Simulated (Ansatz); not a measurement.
Candidates (primitive cells; geometry: relaxed with this functional, without spin-orbit coupling):
A. Ni3Ge (Pm-3m), a = b = c = 3.5248 Å, α = β = γ = 90.00°
B. CaPb₃ (Pm-3m), a = 4.864 Å, b = 4.864 Å, c = 4.864 Å, α = 90.00°, β = 90.00°, γ = 90.00°
C. PtCu3 (Pm-3m), a = 3.668 Å, b = 3.668 Å, c = 3.668 Å, α = 90.00°, β = 90.00°, γ = 90.00°
D. ScIn3 (Pm-3m), a = 4.4531 Å, b = 4.4531 Å, c = 4.4531 Å, α = 90.00°, β = 90.00°, γ = 90.00°
E. NbRh₃ (Pm-3m), a = b = c = 3.845 Å, α = β = γ = 90.00°

Problem. Order them by resistivity at 300 K (lowest first) at the level Ansatz (a quantum-chemistry and plane-wave program) with PBEsol, DFPT electron-phonon coupling, linearised Boltzmann equation.

Solution. C (3.5 μΩ·cm), E (8.2 μΩ·cm), D (14.1 μΩ·cm), B (24 μΩ·cm), A (35 μΩ·cm)

Metals; harmonic phonons alone scatter; means over directions. Halving the electron mesh moves these values by up to 10 %; q meshes are mostly untested. Some of the runs warned that the eigensolver left states short of its tolerance. Spin-orbit coupling is left out.

Formula and space group known from diffraction (Crystallography Open Database), not checked to be the room-temperature form: CaPb3 (Pm-3m), NbRh3 (Pm-3m), PtCu3 (Pm-3m), ScIn3 (Pm-3m). Treated as nonmagnetic (a ferromagnetic start lost its moment, other orders weren't tried): Ni3Ge (Pm-3m). The missing spin-orbit coupling matters most for CaPb3 (Pm-3m), PtCu3 (Pm-3m).
